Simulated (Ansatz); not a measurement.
ZnS: isotropic strain −1.06 %

Base system: ZnS in the zinc blende structure (space group F-43m, No. 216; a = 5.3565 Å).

Perturbation: the cell is scaled by 0.9894 in all directions, atoms relaxed at fixed cell.

Calculations: PBEsol/PAW in Ansatz (a first-principles code), spin-orbit coupling left out. Γ-centred 11×11×11 mesh, Fermi–Dirac width 0.05 eV.

```csv
quantity,base,changed,shift
volume per atom,19.21 Å³,18.61 Å³,-0.60 Å³
space group,F-43m (No. 216),F-43m (No. 216),–
shortest interatomic distance,2.319 Å,2.295 Å,-0.0246 Å
energy relative to the base (free energy F),0 meV/atom,+5.0 meV/atom,+5.0 meV/atom
band gap,2.09 eV,2.22 eV,+0.139 eV
gap character,direct at Γ,direct at Γ,–
mean gap deformation potential ΔEg/Δln V,–,-4.3 eV,–
width of the top valence band,2.86 eV,2.99 eV,+0.13 eV
electron mass,0.17 mₑ (at Γ),0.17 mₑ (at Γ),–
"hole mass (degenerate bands, along [100])","0.18, 0.68, 0.68 mₑ (at Γ)","0.19, 0.63, 0.63 mₑ (at Γ)",–
"valley order (the lowest conduction-band minima on the path, energy above the VBM, named in the base's zone)",Γ 2.09 eV; X along ⟨100⟩ 3.17 eV; L along ⟨111⟩ 3.24 eV,Γ 2.22 eV; X along ⟨100⟩ 3.09 eV; L along ⟨111⟩ 3.29 eV,–
```

Masses are band curvatures over ±0.01 Å⁻¹ around the edge. Gaps are Kohn–Sham eigenvalue differences; semilocal functionals usually give less than the measured gap. No phonon test of stability was made.
